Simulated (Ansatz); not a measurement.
GeSe2 (I-42d, No. 122, 6 atoms in the cell; start mp-10074), treated with G0W0@PBEsol (Ansatz, a quantum-chemistry and plane-wave program, hard PAW, contour deformation).

The same calculation (at the PBEsol cell, 26.881 Å³/atom) with different numerical settings; throughout: k mesh 2×2×2:

```json
[
 {"run": "1", "response cutoff (eV)": "70", "empty bands": "394", "quasiparticle gap on the mesh (eV)": "2.180", "quasiparticle gap at Γ (eV)": "2.538", "rough time": "100 core-s"},
 {"run": "2", "response cutoff (eV)": "105", "empty bands": "724", "quasiparticle gap on the mesh (eV)": "2.213", "quasiparticle gap at Γ (eV)": "2.548", "rough time": "4 core-min"},
 {"run": "3", "response cutoff (eV)": "140", "empty bands": "1115", "quasiparticle gap on the mesh (eV)": "2.231", "quasiparticle gap at Γ (eV)": "2.543", "rough time": "9 core-min"},
 {"run": "4", "response cutoff (eV)": "175", "empty bands": "1558", "quasiparticle gap on the mesh (eV)": "2.241", "quasiparticle gap at Γ (eV)": "2.538", "rough time": "20 core-min"},
 {"run": "5", "response cutoff (eV)": "210", "empty bands": "2047", "quasiparticle gap on the mesh (eV)": "2.246", "quasiparticle gap at Γ (eV)": "2.535", "rough time": "60 core-min"}
]
```

In the column quasiparticle gap on the mesh (eV) the first row differs from the last by -0.066 and the next to last by -0.005.

The last row is no converged limit: other settings stay fixed.

Spin–orbit coupling is not included.

Note: filled d or f shells below the valence bands can shift G0W0 gaps through exchange with them, which wasn't tested here.

A start named mp-… is a Materials Project structure, which need not be a measured phase.
